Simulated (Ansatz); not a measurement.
## A computed series for hypothetical anti-perovskite Cs3AuS: pressure series

Base system: Cs$_{3}$AuS in the anti-perovskite structure (space group Pm-3m, No. 221; a = 6.677 Å; a hypothetical phase, not in the database extracts checked).

Cell and atoms are relaxed at each pressure.

Computed with PBE in Ansatz (plane waves to 420 eV, PAW, no spin-orbit coupling).

Computed cases, in order: pressure −1 GPa; 0 GPa (base); pressure 0.3 GPa; pressure 0.7 GPa; pressure 1.5 GPa; pressure 3 GPa; pressure 5 GPa; pressure 7.5 GPa; pressure 10 GPa.

Problem. Between which two neighbouring cases does the band gap open or close?

Solution. Between pressure 7.5 GPa (0.20 eV) and pressure 10 GPa (zero). The whole series: pressure −1 GPa: 1.29 eV; 0 GPa (base): 1.14 eV; pressure 0.3 GPa: 1.09 eV; pressure 0.7 GPa: 1.03 eV; pressure 1.5 GPa: 0.92 eV; pressure 3 GPa: 0.72 eV; pressure 5 GPa: 0.47 eV; pressure 7.5 GPa: 0.20 eV; pressure 10 GPa: zero.

A case with no gap was solved on a k-mesh chosen for an insulator, which is coarse for it. Spin-orbit coupling, missing from the scalar runs, can matter with Au. Load acts through the strain it causes; cell and atoms are relaxed under it. Whether these cells are dynamically stable was not tested. No other phases were tried under pressure. The final runs are not spin-polarised. A zero or small gap of Cs3AuS under pressure 7.5 GPa and Cs3AuS under pressure 10 GPa can be the functional's error rather than a property of the material.

Ansatz is a first-principles code.
